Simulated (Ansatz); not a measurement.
PbTe (model structure, started from the litharge type, P4/nmm, No. 129, 4 atoms in the cell) was calculated with r²SCAN (plane waves, PAW; Ansatz, a program for electronic structure).

Settings: plane-wave cutoff 560 eV, 10×10×8 k mesh (along the axes of the cell as run), Fermi–Dirac smearing 0.05 eV, scalar-relativistic PAW data made under PBE.

Cell (relaxed at this level):

```
CELL_PARAMETERS angstrom
      5.66640     0.00000     0.00000
      0.00000     5.66640     0.00000
      0.00000     0.00000     4.36330
ATOMIC_POSITIONS crystal
  Pb 0.50000 0.00000 0.33352
  Pb 0.00000 0.50000 0.66648
  Te 0.00000 0.00000 0.00000
  Te 0.50000 0.50000 0.00000
```

### Question
Predict the bulk modulus B0.

### Answer

* **bulk modulus B0**: 18.8 GPa

The run finds no gap.

Note: the bulk modulus is −V dP/dV from two relaxed cells at ±2 % in volume; the relaxation could raise the start's symmetry but not lower it, so the cell can be a saddle point.

Spin–orbit coupling is not included; it can open a gap where bands touch, and shift volumes and moduli.

Static lattice: no zero-point or thermal effects.

A model structure was made by putting elements into a prototype or built by hand; it is no filed structure, need not be a known phase, and can be a saddle point held by its symmetry.
